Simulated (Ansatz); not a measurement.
Given:

```
CaAlSiH
1.0
    4.05368     0.00000     0.00000
   -2.02684     3.51059     0.00000
    0.00000     0.00000     4.33367
Ca Al Si H
1 1 1 1
Direct
  0.00000   0.00000   0.00987
  0.66667   0.33333   0.46795
  0.33333   0.66667   0.56077
  0.66667   0.33333   0.06810
```

No spin polarisation.

The values are results of Ansatz (a program for electronic structure) r2SCAN, scalar-relativistic without spin-orbit coupling, not measurements. k-mesh 9×9×7 (Γ-centred); smearing 0.05 eV (Fermi–Dirac).

Problem. What gap character does the calculation give?

Solution. Indirect, A → k = (0, 0.444, 0.143) in the run's primitive reciprocal basis.

Problem. What is the computed hole mass?

Solution. 0.44 mₑ along k, 0.19 mₑ across (at A).

Load acts through the strain it causes; cell and atoms are relaxed under it. Masses are band curvatures over ±0.01 Å⁻¹ around the edge. Along k means along the line from Γ to the band edge. Whether these cells are dynamically stable was not tested. Competing high-pressure phases were not computed. The cell was made from CaAlSiH (space group P3m1, No. 156; a cell from a computed database, its experimental status unchecked) by this change: pressure 7.5 GPa.
